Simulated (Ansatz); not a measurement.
The reference is SnO₂ in the rutile structure (space group P4_2/mnm, No. 136).

```xyz
6
Lattice="4.8276 0.0000 0.0000 0.0000 4.8276 0.0000 0.0000 0.0000 3.2381" Properties=species:S:1:pos:R:3 pbc="T T T"
Sn     0.0000     0.0000     0.0000
Sn     2.4138     2.4138     1.6191
O      1.4800     1.4800     0.0000
O      3.8938     0.9337     1.6191
O      0.9337     3.8938     1.6191
O      3.3475     3.3475     0.0000
```

Calculations: PBE (Ansatz, an electronic-structure program, PAW, without spin-orbit coupling).

Strains are applied to the cell and any free atomic positions relax.

One change was made to it. Results:

```csv
quantity,base,after
mean gap deformation potential ΔEg/Δln V,–,-10.3 eV
"pressure (mean of the normal stresses, compression positive)",0.00 GPa,3.33 GPa
hole mass,–,"1.8 mₑ along c, 1.3 mₑ across (at Γ)"
"valence-band top at Γ (three highest levels, from the VBM)","0.00, -0.74, -0.74 eV","0.00, -0.75, -0.75 eV"
```

**Question.** Which of these changes matches the shifts?
(A) isotropic strain −1.20 %
(B) isotropic strain −0.60 %
(C) isotropic strain −1.80 %

**Answer.** B, isotropic strain −0.60 %. For comparison, the valence-band top at Γ in the other runs: isotropic strain −1.80 % gives 0.00, -0.79, -0.79 eV; isotropic strain −1.20 % gives 0.00, -0.77, -0.77 eV.

Effective masses come from finite differences of ±0.01 Å⁻¹. Stability against distortions was not tested.
